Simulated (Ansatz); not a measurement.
Base system: Al in the fcc (Cu type) structure (space group Fm-3m, No. 225; a = 3.994 Å; relaxed with 0.1 eV smearing).

Computed with Kohn–Sham DFT with the r2SCAN functional, run in Ansatz (a program for electronic structure) with PAW and 500 eV plane waves, no spin-orbit coupling.

Base values:

* **Pressure**: 0.0 GPa

Now apply this change: the cell is scaled by 0.9900 in all directions, atoms relaxed at fixed cell.

### Question
Predict the new pressure and energy relative to the base.

### Answer
The pressure goes from zero to 3.0 GPa; the energy rises by 4.3 meV/atom.

The cells carry an imposed strain or load. No phonon test of stability was made.
